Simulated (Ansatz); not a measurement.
The starting structures come from a database of crystals and need not be the phases stable at ambient conditions.

By PBEsol, the system below comes out a metal.

The ballistic (Sharvin) conductance counts the channels at the Fermi level: G/A = (e²/h) × channels of both spins per area.

```yaml
crystal:
  lattice:
    - [5.54139, 0.00000, 0.00000]
    - [1.18018, 8.41094, 0.00000]
    - [2.77069, 0.00000, 3.86061]
  atoms:
    - { symbol: Ge, position: [0.77289, 0.70725, 0.00000] }
    - { symbol: Ge, position: [0.22711, 0.29275, 0.00000] }
    - { symbol: Pd, position: [0.81265, 0.50000, 0.37470] }
    - { symbol: Pd, position: [0.18735, 0.50000, 0.62530] }
    - { symbol: Pd, position: [0.27502, 0.82654, 0.51732] }
    - { symbol: Pd, position: [0.72498, 0.17346, 0.48268] }
    - { symbol: Pd, position: [0.20766, 0.17346, 0.51732] }
    - { symbol: Pd, position: [0.79234, 0.82654, 0.48268] }
    - { symbol: Pd, position: [0.34447, 0.64705, 0.00000] }
    - { symbol: Pd, position: [0.65553, 0.35295, 0.00000] }
    - { symbol: Pd, position: [0.25528, 0.99400, 0.00000] }
    - { symbol: Pd, position: [0.74472, 0.00600, 0.00000] }
```

Space group of this cell: C2/m. The cell is taken as given; by PBEsol its mean pressure is -4.7 GPa.

The current flows along the normal of the first two printed cell vectors. No spin-orbit coupling; the value is a mean over 0.1 eV about the Fermi level.

**Question.** Compute, with PBEsol run with Ansatz (a quantum-chemistry and plane-wave program), the ballistic conductance per area.

**Answer.** 0.43 × 10¹⁵ S/m² for both spins.
